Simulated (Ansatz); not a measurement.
For AlP (model structure, started from the PtS type, P4₂/mmc, No. 131, 4 atoms in the cell), PBE in Ansatz (plane waves, PAW) gives:

- lattice parameter a = 3.695 Å
- lattice parameter c = 6.273 Å

Task: What does PBE-D3(BJ) in Ansatz (PAW) give for the same quantities?

Result: 
- lattice constant a: 3.632 Å (falls by 1.7 %)
- lattice parameter c: 6.264 Å (falls by 0.1 %)

Changes are worked out from the printed values.

Unless a cell is named, each level is at its own relaxed cell (PBE 21.42, PBE-D3(BJ) 20.66 Å³/atom).

Ansatz's density-functional and Hartree–Fock values are scalar-relativistic unless marked +SOC, with PAW data made under PBE.

A model structure was made by putting elements into a prototype or built by hand; it is no filed structure, need not be a known phase, and can be a saddle point held by its symmetry.

Ansatz is an electronic-structure program.
